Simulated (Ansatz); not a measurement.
**How the lattice parameter c of TiTe2 (model structure, started from the rutile type, P4₂/mnm, No. 136, 6 atoms in the cell) moves with the method**

No measured value is used here.

```csv
level (code),value (Å)
LDA (Ansatz),3.605
PBEsol (Ansatz),3.641
r²SCAN (Ansatz),___
r²SCAN+rVV10 (Ansatz),3.787
```

Problem. Complete the blanks.

Solution. 
- r²SCAN (Ansatz, an electronic-structure program), value (Å): 3.811

Cutoffs differ between the levels. Ansatz's density-functional and Hartree–Fock values are scalar-relativistic unless marked +SOC, with PAW data made under PBE.

A model structure was made by putting elements into a prototype or built by hand; it is no filed structure, need not be a known phase, and can be a saddle point held by its symmetry.
